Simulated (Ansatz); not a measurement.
Consider MoS2 in the 2H-MoS2 type structure (space group P6_3/mmc, No. 194; a = 3.109 Å, c = 11.709 Å; layered, stacked along the Cartesian z axis).

Perturbation: a free-standing slab of 1 layer (3 atoms, 3 a layer) is cut normal to the stacking axis, with 15 Å of vacuum and the in-plane cell relaxed.

Levels (all Ansatz, an electronic-structure program, PAW): PBEsol-D3(BJ) (420 eV, no SOC); r2SCAN (500 eV, no spin-orbit coupling); HSE06 (420 eV, scalar-relativistic without spin-orbit coupling).

At the geometry relaxed with PBEsol-D3(BJ), these levels gave the following band gaps, in shuffled order: (a) 2.39 eV, (b) 1.90 eV, (c) 2.01 eV.

Problem. Match each gap to its level.

Solution. (a) HSE06; (b) PBEsol-D3(BJ); (c) r2SCAN.

Single points use the geometry relaxed with PBEsol-D3(BJ). The hybrid gap comes from the SCF mesh plus the semilocal run's edge points and a few special points and is an upper bound. Whether these cells are dynamically stable was not tested.
